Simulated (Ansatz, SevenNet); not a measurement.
Lattice parameter a of HfSiO₄ (I4₁/amd, No. 141, 12 atoms in the cell; start mp-4609) at several levels of theory

No measured value is used here.

| level (code) | value (Å) |
|---|---|
| SevenNet-l3i5 | 6.625 |
| LDA (Ansatz) | ___ |
| PBE (Ansatz) | 6.647 |
| PBE-D3(BJ) (Ansatz) | 6.608 |
| r²SCAN+rVV10 (Ansatz) | 6.565 |

Q: Complete the blanks.

A: 
- LDA (Ansatz, an electronic-structure program), value (Å): 6.524

Density-functional levels without +SOC have no spin–orbit coupling. SevenNet-l3i5, PBE, PBE-D3(BJ): the relaxation could not lower the start's symmetry, so the cell can be a saddle point above a distorted one. Cutoffs differ between the levels. Ansatz's density-functional and Hartree–Fock values are scalar-relativistic unless marked +SOC, with PAW data made under PBE.

Machine-learned potentials (SevenNet-l3i5) are trained on DFT data: a solid inside that data is no test of them.

A start named mp-… is a Materials Project structure, which need not be a measured phase.
